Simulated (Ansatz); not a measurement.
Input and output of a self-consistent single point for TePb₂Se (R3m, 4 atoms in the cell) (Ansatz, a quantum-chemistry and plane-wave program).

Level of theory: LDA (PW92), default PAW files made with PBE (plane waves; Ansatz).

The change in words: lattice scaled by 0.98; basis.ecutwfc: 420 eV → 630 eV. Reference geometry:
```
TePb2Se
1.0
    2.23586     1.29088     7.29832
   -2.23586     1.29088     7.29832
    0.00000    -2.58175     7.29832
Te Pb Se
1 2 1
Direct
  0.50228   0.50228   0.50228
  0.74470   0.74470   0.74470
  0.25530   0.25530   0.25530
  0.00000   0.00000   0.00000
```

Reference input (self-consistent single point, DFT, LDA (PW92), plane waves, default PAW files made with PBE): basis.ecutwfc = 420 eV; kpoints.mp_grid.grid = 5 5 5; hamiltonian.xc = lda; hamiltonian.pseudopotentials = {kind: paw} (the program's default PAW files); scf.occupations.method = fixed. This run's input differs from it in these lines:

Ansatz 0.2 input:
```diff
@@ -2,5 +2,5 @@
   lattice:
-    - [2.235864, 1.290877, 7.298322]
-    - [-2.235864, 1.290877, 7.298322]
-    - [0.000000, -2.581754, 7.298322]
+    - [2.191147, 1.265059, 7.152356]
+    - [-2.191147, 1.265059, 7.152356]
+    - [0.000000, -2.530119, 7.152356]
   atoms:
@@ -11,3 +11,3 @@
 basis:
-  ecutwfc: 420.0 eV
+  ecutwfc: 630.0 eV
 kpoints:
```

Log, with long lists cut:

```
SCF iter   1: F=—  HF=-35416.914503 eV  |F-HF|=—  |Δ(HF+E_count)|=         —  Δρ=4.35e-3  dr2=1.55e-2  ethr=1.77e-3  ⟨swp⟩=5.1  Hψ=2374  notcnv=0  defer=65
all-band conjugate gradients solve this SCF's bands
preconditioner: auto → Resta (q_TF=auto, 2.434 Å⁻¹)
SCF iter   2: F=—  HF=-35416.906502 eV  |F-HF|=—  |Δ(HF+E_count)|=   8.00e-3  Δρ=2.32e-3  dr2=3.52e-3  ethr=2.58e-5  ⟨swp⟩=2.8  Hψ=1251  notcnv=0  defer=73
   [... lines left out ...]
SCF iter   4: F=—  HF=-35416.905466 eV  |F-HF|=—  |Δ(HF+E_count)|=   5.93e-5  Δρ=1.59e-4  dr2=3.25e-5  ethr=4.65e-7  ⟨swp⟩=3.0  Hψ=1212  notcnv=0  defer=71
SCF iter   5: F=—  HF=-35416.905490 eV  |F-HF|=—  |Δ(HF+E_count)|=   2.37e-5  Δρ=6.39e-5  dr2=7.98e-6  ethr=5.41e-8  ⟨swp⟩=2.0  Hψ=1223  notcnv=0  defer=51
SCF iter   6: F=—  HF=-35416.905487 eV  |F-HF|=—  |Δ(HF+E_count)|=   3.25e-6  Δρ=1.15e-5  dr2=1.15e-7  ethr=1.33e-8  ⟨swp⟩=2.0  Hψ=1223  notcnv=0  defer=51
SCF iter   7: F=-35416.905487 eV  HF=-35416.905487 eV  |F-HF|=5.99e-9  |Δ(HF+E_count)|=   1.84e-8  Δρ=3.90e-6  dr2=1.32e-8  ethr=1.67e-10  ⟨swp⟩=11.9  Hψ=3887  notcnv=0
SCF 1 converged in 7 iterations: F = -35416.905487 eV  dr2 = 1.32e-8
Free energy (F): -35416.905487 eV
Internal energy: -35416.905487 eV  (E = F + TS)
E sigma→0 (E₀):  -35416.905487 eV
Fermi energy:    9.274087 eV
--- Forces (eV/Å), atoms counted from 1 ---
  atom   1  Te     0.00000000     0.00000000    -0.17748088
  atom   2  Pb     0.00000000     0.00000000    -0.02187039
  atom   3  Pb     0.00000000    -0.00000000     0.05764593
  atom   4  Se     0.00000000    -0.00000000     0.14172295
--- Stress (GPa, compression-positive) ---
        0.315990       0.000000      -0.000000
        0.000000       0.315990       0.000000
       -0.000000       0.000000       0.262451
  P = ⅓ Tr σ = 0.2981 GPa (2.981 kbar)
  The stress holds the Pulay correction. Without it, at fixed plane waves, as pw.x and ABINIT print it: P = 0.2938 GPa
```

The run converged in 7 iterations. Against the reference run the free energy drops by 15.3 meV/atom, the pressure goes from -2.59 to 0.30 GPa, the largest force goes from 0.138 to 0.177 eV/Å and the gap on the mesh goes from 0.536 to 0.389 eV.

The starting cell comes from a database of computed structures (which also holds hypothetical and non-ambient phases and stackings), without a prior relaxation at this level. Its lattice was rescaled by up to half a per cent. One atom was moved a little off its site on purpose. For this run, on top of that: lattice scaled by 0.98. Spin-orbit coupling is off. Ansatz's pressure includes its estimate of the finite-basis (Pulay) stress.
